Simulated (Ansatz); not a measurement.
An Ansatz (a program for electronic structure) input (PBE-D3(BJ) (Ansatz; PAW; 420 eV plane waves; scalar-relativistic without spin-orbit coupling)):

Ansatz 0.2 input:
```yaml
crystal:
  lattice:
    - [3.8208117259, 0, 0]
    - [-1.910405863, 3.3089200177, 0]
    - [0, 0, 15.8856596565]
  atoms:
    - { symbol: In, position: [0.3333333333, 0.6666666667, 0.6666762652] }
    - { symbol: In, position: [0.6666666667, 0.3333333333, 0.1666762652] }
    - { symbol: In, position: [0.6666666667, 0.3333333333, 0.3333237348] }
    - { symbol: In, position: [0.3333333333, 0.6666666667, 0.8333237348] }
    - { symbol: Se, position: [0.3333333333, 0.6666666667, 0.0899212268] }
    - { symbol: Se, position: [0.6666666667, 0.3333333333, 0.5899212268] }
    - { symbol: Se, position: [0.6666666667, 0.3333333333, 0.9100787732] }
    - { symbol: Se, position: [0.3333333333, 0.6666666667, 0.4100787732] }
basis: { ecutwfc: 420, ecutrho_ratio: 4, xc_grid: 2, fft_grid_basis: typed }
kpoints: { mp_grid: { grid: [9, 9, 2] } }
hamiltonian:
  xc: pbe
  dispersion: d3bj
  pseudopotentials: { kind: paw }
scf: { occupations: { method: fermi_dirac, width: 0.05 }, convergence: { dr2_threshold: 0.0000000008 } }
relax: { f_tol: 0.005, max_steps: 50 }
output: { forces: true, stress: true }
checkpoint: { write: state.ck, write_every: 1000 }
```

**Question.** Which symmetry and how many k-points will the program report, and about how many plane waves at Γ?

**Answer.** Space group P63/mmc (ITA 194) with 24 operations, k-points 24 of 162, and 3941 plane waves at Γ.

**Question.** And the final pressure?

**Answer.** 7.18 GPa (compression positive).

The cells carry an imposed strain or load. Stability against distortions was not tested. The cell was made from InSe in the beta-GaS type structure (space group P6_3/mmc, No. 194; layered, stacked along the Cartesian z axis) by this change: isotropic strain −5.24 %.
